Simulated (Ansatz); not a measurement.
Amorphous Hf₁₈O₃₆Ta, 55 atoms at 9.14 g/cm³, one PBE-relaxed geometry, zone centre. Methods: PBE, scalar-relativistic without spin-orbit coupling (Ansatz, a program for electronic structure); r2SCAN, scalar-relativistic without spin-orbit coupling (Ansatz); HSE06, scalar-relativistic without spin-orbit coupling (Ansatz). Plane waves to 420 eV (r2SCAN 500 eV); exact exchange is cut at the cell's faces. The usual formal charges leave 5 electrons over, so the level spacing at the Fermi energy parts defect or band states and needn't be the band gap. In the spin-polarised cell the level spacing at the Fermi energy can part levels of unlike spin.

The cell was made by melting and quenching with the CHGNet potential and then relaxed with DFT. O atoms were pushed apart under 1.9 Å during the dynamics, to hinder bonds among them. The hot cell started wider than the set density and was brought back towards it in steps. It is the lowest in DFT energy of 2 quenches. It is a model cell: composition and starting density were chosen by hand, and all elements were melted together. No dispersion term was used. Its density started from a set value of 9.26 and ended at 9.14 g/cm³. Cooling (nominally 300 K/ps over its main leg) ran many orders faster than in experiment, which tends to leave more defects and strain. Values belong to this one cell and scatter from quench to quench. The volume was free in the relaxation, at fixed shape. Stress components on the final sampling reach 2.2 GPa. On a 2×2×2 Γ-centred mesh force components of up to 0.23 eV/Å stay, since the relaxation ran on the zone centre alone.

The relaxation ran on the zone centre alone. At PBE the level spacing at the Fermi energy is 0.39 eV on a 2×2×2 Γ-centred mesh, and the spacing at the zone centre alone 0.57 eV.

What zone-centre spacing does r2SCAN give, roughly?

0.92 eV (+0.35 eV against PBE).

What zone-centre spacing does HSE06 give, roughly?

1.53 eV (+0.96 eV against PBE).

The highest filled and the lowest empty state spread over these numbers of atoms (participation numbers): PBE: 6.1 and 13.2; r2SCAN: 5.4 and 19.7; HSE06: 4.9 and 22.0.
